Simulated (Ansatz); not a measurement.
InP (F-43m) under hydrostatic pressure: band gap by r2SCAN with spin-orbit coupling, rigid bands (plane waves, PAW; Ansatz, a quantum-chemistry and plane-wave program). The unloaded cell, whose axes the loads refer to:

```xyz
2
Lattice="0.0000 2.9533 2.9533 2.9533 0.0000 2.9533 2.9533 2.9533 0.0000" Properties=species:S:1:pos:R:3 pbc="T T T"
In     0.0000     0.0000     0.0000
P      1.4767     1.4767     1.4767
```

| hydrostatic pressure (GPa) | volume per atom (Å³) | band gap (eV) |
|---|---|---|
| -2 | 26.58 | ? |
| 0 | 25.76 | 1.00 |
| 2 | 25.06 | 1.16 |
| 5 | 24.18 | 1.37 |
| 10 | 23.00 | 1.65 |

Fit a straight line to band gap against the load over the rows given, and predict the row at -2 GPa.

The means are x̄ = 4.250 GPa and ȳ = 1.2950; Σ(x − x̄)(y − ȳ) = 3.655 and Σ(x − x̄)² = 56.75, so the slope is 64.4 meV per GPa, and the rows given lie within 27 meV of the line. At -2 GPa the line gives 0.89 eV; the calculation gives 0.82 eV, 8.8 % from it, so the trend bends or changes character over this range.

With all rows, what volume deformation potential dE_g/d ln V follows?

A line through E_g against ln V has the slope -5.8 eV, so the gap opens under compression.

 Stresses and pressures are the targets of the relaxation. Gaps are resolved to about 0.01 eV. The structure type is held at every load. Geometry: cell and atoms relaxed with r2SCAN.
